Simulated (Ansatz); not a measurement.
CuAu3, response to strain

Consider CuAu3 in the Cu3Au type structure (space group Pm-3m, No. 221; relaxed with 0.1 eV smearing).

```xyz
4
Lattice="3.9743 0.0000 0.0000 0.0000 3.9743 0.0000 0.0000 0.0000 3.9743" Properties=species:S:1:pos:R:3 pbc="T T T"
Cu     0.0000     0.0000     0.0000
Au     1.9872     1.9872     0.0000
Au     0.0000     1.9872     1.9872
Au     1.9872     0.0000     1.9872
```

Cartesian axes are those of the cell as printed.

Strains are applied to the cell and any free atomic positions relax; under biaxial strain the out-of-plane vector relaxes too; under stress the whole cell relaxes.

Calculations: Ansatz (an electronic-structure program) PBEsol, without spin-orbit coupling.

Notes on the quantities. pressure: mean of the normal stresses, compression positive; energy relative to the base: free energy F.

```tsv
change	volume per atom	pressure	energy relative to the base
base	15.69 Å³	0.0 GPa	0 meV/atom
biaxial strain −4.20 %, plane normal [111], relaxed out of plane	15.14 Å³	9.1 GPa	+49 meV/atom
uniaxial strain ε_yy = +2.34 %	16.06 Å³	-3.7 GPa	+5.2 meV/atom
uniaxial strain ε_yy = +2.87 %	16.14 Å³	-4.5 GPa	+7.7 meV/atom
uniaxial stress, 0.5 GPa tension along z	15.71 Å³	–	+0.2 meV/atom
```

Stability under load was not tested beyond the relaxation. The final runs are not spin-polarised.
